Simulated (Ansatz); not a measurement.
Levels about the gap of amorphous IGZO (In₁₅Ga₁₅Zn₁₅O₆₀) (105 atoms in a cell of 1369 Å³, 5.71 g/cm³; zone centre alone, so wide bands show as single levels with stretches between that a denser mesh fills), at the geometry that PBE relaxed, where it gives 0.1 GPa on a denser mesh. Exact exchange is cut at the faces of this small cell, which leaves a finite-size error. The participation number counts the atoms over which a state spreads; weights are charges in smoothed Voronoi cells. The levels come from a single point, so bond lengths are those of that geometry. Method of the levels: HSE06, scalar-relativistic without spin-orbit coupling (Ansatz, a quantum-chemistry and plane-wave program). Sampling: the zone centre alone; Fermi-Dirac width 0.02 eV; no spin polarisation. At PBE the levels at the filled edge of the gap are localised (band-tail or defect states).

It comes from a melt-quench run on a machine-learned potential (CHGNet), relaxed afterwards by DFT. O atoms were pushed apart under 1.9 Å during the dynamics, to hinder bonds among them. The hot cell started wider than the set density and was brought back towards it in steps. It is the lowest in DFT energy of 4 quenches. It is a model cell: composition and starting density were chosen by hand, and all elements were melted together. No dispersion term was used. Its density started from a set value of 5.65 and ended at 5.71 g/cm³. The simulated quench (nominally 170 K/ps over its main leg) is rapid and tends to freeze in more defects than a deposited or slowly cooled glass has. One small periodic cell is one sample of the glass; other quenches scatter about these values. Volume and shape were free in the relaxation.

```csv
"E - E(highest filled), eV",filling,participation number,largest on,weight O,weight In,weight Zn,weight Ga
-0.37,filled,8.6,"O, 3 neighbours",0.89,0.03,0.08,0.01
-0.33,filled,16.1,"O, 3 neighbours",0.89,0.04,0.06,0.01
-0.24,filled,19.8,"O, 4 neighbours",0.84,0.03,0.12,0.01
-0.21,filled,7.3,"O, 3 neighbours",0.93,0.02,0.03,0.02
-0.10,filled,12.6,"O, 4 neighbours",0.86,0.02,0.11,0.01
-0.06,filled,17.8,"O, 3 neighbours",0.84,0.02,0.12,0.01
0.00,filled,9.1,"O, 3 neighbours",0.86,0.02,0.11,0.01
2.24,empty,91.5,"In, 5 neighbours",0.50,0.23,0.15,0.12
4.55,empty,29.3,"In, 5 neighbours",0.57,0.30,0.07,0.06
4.62,empty,28.2,"In, 4 neighbours",0.58,0.26,0.07,0.09
4.76,empty,45.7,"In, 6 neighbours",0.57,0.27,0.10,0.05
4.82,empty,53.3,"In, 6 neighbours",0.56,0.22,0.14,0.09
4.91,empty,59.4,"In, 6 neighbours",0.59,0.24,0.10,0.08
5.00,empty,65.5,"In, 5 neighbours",0.57,0.22,0.08,0.12
```

Most localised among these is the filled level at -0.21 eV, on a O atom, which has 3 neighbours (Ga 1.93 Å, Ga 1.94 Å, In 2.22 Å).
